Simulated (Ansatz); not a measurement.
Results of HSE06 in Ansatz (PAW) for ZnS (P3m1, No. 156, 32 atoms in the cell; start mp-556950; a measured phase of this formula has another space group).

Settings: plane-wave cutoff 460 eV, 6×6×1 k mesh (along the axes of the cell as run), Fermi–Dirac smearing 0.01 eV, scalar-relativistic PAW data made under PBE.

Cell (relaxed with PBEsol):

```yaml
crystal:
  lattice:
    - [3.78602, 0.00000, 0.00000]
    - [-1.89301, 3.27879, 0.00000]
    - [0.00000, 0.00000, 49.52376]
  atoms:
    - { symbol: Zn, position: [0.33333, 0.66667, 0.62500] }
    - { symbol: Zn, position: [0.66667, 0.33333, 0.12501] }
    - { symbol: Zn, position: [0.00000, 0.00000, 0.43746] }
    - { symbol: Zn, position: [0.33333, 0.66667, 0.06257] }
    - { symbol: Zn, position: [0.66667, 0.33333, 0.50001] }
    - { symbol: Zn, position: [0.33333, 0.66667, 0.24992] }
    - { symbol: Zn, position: [0.66667, 0.33333, 0.31246] }
    - { symbol: Zn, position: [0.00000, 0.00000, 0.81255] }
    - { symbol: Zn, position: [0.66667, 0.33333, 0.68755] }
    - { symbol: Zn, position: [0.00000, 0.00000, 0.18747] }
    - { symbol: Zn, position: [0.33333, 0.66667, 0.37503] }
    - { symbol: Zn, position: [0.33333, 0.66667, 0.93746] }
    - { symbol: Zn, position: [0.00000, 0.00000, 0.56257] }
    - { symbol: Zn, position: [0.66667, 0.33333, 0.87501] }
    - { symbol: Zn, position: [0.33333, 0.66667, 0.75011] }
    - { symbol: Zn, position: [0.00000, 0.00000, 0.00001] }
    - { symbol: S, position: [0.00000, 0.00000, 0.23430] }
    - { symbol: S, position: [0.33333, 0.66667, 0.29675] }
    - { symbol: S, position: [0.66667, 0.33333, 0.35938] }
    - { symbol: S, position: [0.66667, 0.33333, 0.54692] }
    - { symbol: S, position: [0.33333, 0.66667, 0.10938] }
    - { symbol: S, position: [0.66667, 0.33333, 0.73446] }
    - { symbol: S, position: [0.33333, 0.66667, 0.98429] }
    - { symbol: S, position: [0.66667, 0.33333, 0.92184] }
    - { symbol: S, position: [0.00000, 0.00000, 0.85938] }
    - { symbol: S, position: [0.33333, 0.66667, 0.67183] }
    - { symbol: S, position: [0.00000, 0.00000, 0.48429] }
    - { symbol: S, position: [0.33333, 0.66667, 0.79692] }
    - { symbol: S, position: [0.00000, 0.00000, 0.60938] }
    - { symbol: S, position: [0.00000, 0.00000, 0.04692] }
    - { symbol: S, position: [0.66667, 0.33333, 0.17184] }
    - { symbol: S, position: [0.33333, 0.66667, 0.42184] }
```

Q: Estimate the band gap that the calculation returns.

A: 
* **band gap**: 3.48 eV (on the SCF k mesh)

Note: cell and atoms aren't relaxed at this level (pressure 3.1 GPa).

Computed values are for the static lattice.

The result took around 40 core-minutes (rough).

A start named mp-… is a Materials Project structure, which need not be a measured phase.

Ansatz is a program for electronic structure.
